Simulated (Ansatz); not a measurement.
Pressure series in TiSi2

Consider TiSi2 (space group Cmcm, No. 63; a = 3.515 Å, b = 13.349 Å, c = 3.557 Å).

Cell and atoms are relaxed at each pressure.

Computed with PBEsol (Ansatz, a first-principles code, PAW, scalar-relativistic without spin-orbit coupling), earlier PAW set.

Notes on the quantities. enthalpy: H = E + PV relative to the base's energy.

| variant | enthalpy | density |
|---|---|---|
| base | – | 4.14 g/cm³ |
| pressure −1 GPa | -0.09 eV/atom | 4.11 g/cm³ |
| pressure 0.3 GPa | +0.03 eV/atom | 4.15 g/cm³ |
| pressure 0.7 GPa | +0.06 eV/atom | 4.16 g/cm³ |
| pressure 1.5 GPa | +0.13 eV/atom | 4.19 g/cm³ |
| pressure 3 GPa | +0.26 eV/atom | 4.23 g/cm³ |
| pressure 5 GPa | +0.43 eV/atom | 4.28 g/cm³ |
| pressure 7.5 GPa | +0.63 eV/atom | 4.35 g/cm³ |
| pressure 10 GPa | +0.84 eV/atom | 4.41 g/cm³ |

Load acts through the strain it causes; cell and atoms are relaxed under it. No phonon test of stability was made. Competing high-pressure phases were not computed. The final runs are not spin-polarised.
